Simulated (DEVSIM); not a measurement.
**double heterostructure, GaAs between p- and n-type Al0.35Ga0.65As**

Device: double heterostructure, GaAs between p- and n-type Al0.35Ga0.65As, at 400 K.

| layer (left to right) | material | thickness (μm) | Nd (cm⁻³) | Na (cm⁻³) | τn (s) | τp (s) |
|---|---|---|---|---|---|---|
| 1 | Al0.35Ga0.65As | 0.340 | - | 5.7e17 | 2.7e-8 | 2.7e-8 |
| 2 | GaAs | 0.0230 | 7.4e15 | - | 2.7e-8 | 2.7e-8 |
| 3 | Al0.35Ga0.65As | 0.540 | 2.3e17 | - | 2.7e-8 | 2.7e-8 |

Left contact: ohmic. Right contact: ohmic. Voltage is applied to the left contact. Recombination: SRH at mid-gap, radiative. Mobility is μmin + (μ − μmin)/(1 + (N/Nref)^α).

Constants are typed, rounded textbook-type inputs, not results; the design itself was drawn at random and stands for no fabricated device. Values at 300 K; Nc and Nv go as T^1.5, mobilities as T to minus their exponent, the gap by Varshni's rule with the affinity fixed.

```tsv
parameter	Al0.35Ga0.65As	GaAs
gap (eV)	1.8604	1.424
affinity (eV)	3.7935	4.07
permittivity	11.91	12.9
Nc (cm⁻³)	7.44e17	4.7e17
Nv (cm⁻³)	9e18	9e18
μn (cm²/Vs)	3495	8500
μp (cm²/Vs)	176	400
μn,min	500	500
μp,min	20	20
Nref,n	6e16	6e16
Nref,p	1.5e17	1.5e17
αn	0.39	0.39
αp	0.38	0.38
T exponent of μn	2.1	2.1
T exponent of μp	2.2	2.2
B (cm³/s)	2e-10	2e-10
Varshni α (eV/K)	0.000541	0.000541
Varshni β (K)	204	204
```

Simulated with DEVSIM: 1D drift-diffusion, Boltzmann statistics, complete ionisation; no tunnelling, impact ionisation, image-force lowering or self-heating. Band offsets follow the typed affinities; no thermionic-emission limit at abrupt steps, no polarisation charge.

```json
{
 "potential_step_across_the_device_at_zero_bias": "1.648 V",
 "Dark forward voltage at 1 A/cm²": "1.132 V",
 "Dark forward voltage at 100 A/cm²": "1.306 V"
}
```

Dark forward current:

(V (V), J (A/cm²)): (0.05, 1.1e-8); (0.15, 7.8e-8); (0.25, 3.8e-7); (0.35, 1.7e-6); (0.50, 1.7e-5); (0.60, 7.8e-5); (0.70, 0.00036); (0.80, 0.0017); (0.90, 0.0087); (1.00, 0.053); (1.15, 1.6); (1.25, 22); (1.35, 320); (1.45, 2800)

Small-signal capacitance in reverse bias (quasi-static):

```csv
V (V),C (nF/cm²)
-0.04,91.0
-0.1,89.4
-0.2,86.9
-0.3,84.6
-0.4,82.5
-0.6,78.7
-0.8,75.4
-1,72.5
-1.3,68.7
-1.6,65.4
-2,61.7
```
